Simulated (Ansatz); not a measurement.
System: cubic perovskite CsSnI₃ (cubic high-temperature phase). Method: r²SCAN (Ansatz, a quantum-chemistry and plane-wave program, plane waves, PAW).

Settings: plane-wave cutoff 600 eV, 4×4×4 k mesh, scalar-relativistic PAW data made under PBE.

Cell (relaxed at this level):

CsSnI3 is taken in the cubic space group Pm-3m (No. 221), the cubic perovskite structure, Pearson symbol cP5. Conventional cell: a = 6.242 Å, b = 6.242 Å, c = 6.242 Å, α = 90.00°, β = 90.00°, γ = 90.00°. Cs on 1a sees 12 I at 4.414 Å (cuboctahedral). Sn on 1b is coordinated by 6 I at 3.121 Å (octahedral). I on 3c is coordinated by 2 Sn at 3.121 Å and 4 Cs at 4.414 Å (octahedral). (Neighbours: up to the widest gap in distance over summed covalent radii, below 1.35, at either atom; cation-cation and far metal-metal contacts left out.)

Predict the elastic constant C44, elastic constant C11, Poisson ratio and elastic constant C12.


- elastic constant C44 = 5.09 GPa
- elastic constant C11 = 41.9 GPa
- Poisson ratio = 0.286
- elastic constant C12 = 5.32 GPa

Note: the relaxation could not lower the start's symmetry, so the cell can be a saddle point above a distorted one.

Elastic constants are with the ions relaxed.

Spin–orbit coupling is not included.

Static lattice: no zero-point or thermal effects.
